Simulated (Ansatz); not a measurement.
The reference is Ta₂N in the anti-CdI2 type structure (space group P-3m1, No. 164).

```xyz
3
Lattice="3.0667 0.0000 0.0000 -1.5333 2.6558 0.0000 0.0000 0.0000 4.8845" Properties=species:S:1:pos:R:3 pbc="T T T"
N      0.0000     0.0000     0.0000
Ta     0.0000     1.7705     1.2556
Ta     1.5333     0.8853     3.6289
```

Computed with r2SCAN+rVV10 (Ansatz, an electronic-structure program, PAW, no spin-orbit coupling).

One change was made to it. Results:

```tsv
quantity	base	after
shortest interatomic distance	2.171 Å	2.169 Å
c/a ratio	1.593	1.593
```

Which change produced these results?
A. pressure 30 GPa
B. pressure 0.9 GPa
C. pressure 22.5 GPa
D. pressure 9 GPa
E. pressure 15 GPa

B, pressure 0.9 GPa. For comparison, the shortest interatomic distance in the other runs: pressure 30 GPa gives 2.119 Å; pressure 22.5 GPa gives 2.131 Å; pressure 15 GPa gives 2.143 Å; pressure 9 GPa gives 2.153 Å.

Load acts through the strain it causes; cell and atoms are relaxed under it. No phonon test of stability was made. Competing high-pressure phases were not computed. The final runs are not spin-polarised. An odd electron count without spin: Ta2N.
